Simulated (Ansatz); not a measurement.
ZrAl₃ (Pm-3m), PBEsol, DFPT electron-phonon coupling, linearised Boltzmann equation (Ansatz, a quantum-chemistry and plane-wave program): phonon-limited resistivity 9.54 μΩ·cm at 300 K, 13.3 μΩ·cm at 400 K, current-weighted mean free path 10.7 nm, Drude plasma energy 6.63 eV.

Problem. What Drude relaxation time do resistivity and plasma energy imply?

Solution. ω_p = 1.01e16 s⁻¹, so τ = 1/(ε₀ ω_p² ρ) = 11.7 fs, a damping ħ/τ of 56.4 meV.

Problem. Estimate the electronic thermal conductivity at 300 K by the Wiedemann-Franz law (L₀ = 2.44×10⁻⁸ W·Ω/K²).

Solution. L₀T/ρ = 2.44×10⁻⁸ × 300/(9.54×10⁻⁸) = 76.7 W/(m·K). Inelastic scattering puts the true Lorenz number somewhat under L₀ near and below the Debye temperature.

Problem. What temperature coefficient of resistance follows, and how does it compare with 1/T?

Solution. (ρ₄₀₀ − ρ₃₀₀)/(100 K × ρ₃₀₀) = 3.94×10⁻³ K⁻¹, against 1/T = 3.33×10⁻³ K⁻¹ for a resistivity proportional to T. It lies higher because phonons are still being populated at 300 K; impurities would add a constant and lower it.

A metal at this level (no band gap). Only scattering by harmonic phonons is included (no impurities, grain boundaries, electron-electron scattering or thermal expansion). Spin-orbit coupling is left out. The squared frequency of the phonon mode least converged on the k mesh is uncertain by about 11 %. Halving the electron mesh (20x20x20) moves the resistivity by up to 11 % at 300 K, the mean free path by up to 5 %. Smearing 0.20 eV; phonons on a 4x4x4 q mesh, which this run doesn't test.

Computed structure with no diffraction record at hand here (it may be known, metastable or hypothetical): ZrAl3 (Pm-3m).
